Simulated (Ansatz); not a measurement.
Consider Se (space group P3_121, No. 152; a = 4.5066 Å, c = 4.9888 Å; made of chains). Axes: x lies along a and z along c of the hexagonal cell.

Method: r2SCAN (Ansatz, a first-principles code), no SOC, earlier PAW set.

For the base:

| Item | Value |
|---|---|
| Band gap | 1.33 eV |
| Electron mass | 0.18 mₑ along c, 0.43 mₑ across (at H) |

The change: uniaxial strain ε_xx = +0.59 %, all other strain components held at zero, atoms relaxed at fixed cell.

Question: What does the calculation give for the band gap, energy relative to the base, electron mass and stress after the change?

Answer: The band gap hardly moves (1.33 eV against 1.34 eV); the energy stays essentially unchanged; the electron mass changes from 0.18 mₑ along c, 0.43 mₑ across (at H) to 0.18 mₑ along z, 0.44 mₑ across (at H); the stress (xx, yy, zz, yz, xz, xy; compression positive) is (-0.07, -0.01, -0.07, -0.03, 0.00, 0.00) GPa.

Masses are band curvatures over ±0.01 Å⁻¹ around the edge. Stability against distortions was not tested. No dispersion term is included, though the crystal is made of layers, chains or molecules, so its spacings can come out too wide.
